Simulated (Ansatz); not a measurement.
Results of BLYP in Ansatz (PAW) for BaAl4 (I4/mmm, No. 139).

Run with plane-wave cutoff 520 eV, 18×18×18 k mesh, Fermi–Dirac smearing 0.05 eV, scalar-relativistic PAW data made under PBE.

The volume scan:

```csv
V (Å³/atom),E − E_lowest (meV/atom),P (GPa)
24.036,5.67,1.884
24.537,1.37,0.890
25.038,0.00,0.000
25.538,1.27,-0.798
26.039,4.90,-1.511
```

Problem. Fit the third-order Birch–Murnaghan equation and give B0 and B′.

Solution. V0 = 25.038 Å³/atom, B0 = 42.1 GPa, B′ = 4.5 (fit to the energies at full precision).

Shape and atoms are relaxed at each volume.

Note: the volume lies 10 % above that of the published cell; the bulk modulus comes from volumes at which shape and atoms were relaxed.

Spin–orbit coupling is not included.

The computed numbers hold no vibrational or temperature effects.

The result took roughly 40 core-minutes.

Ansatz is a quantum-chemistry and plane-wave program.
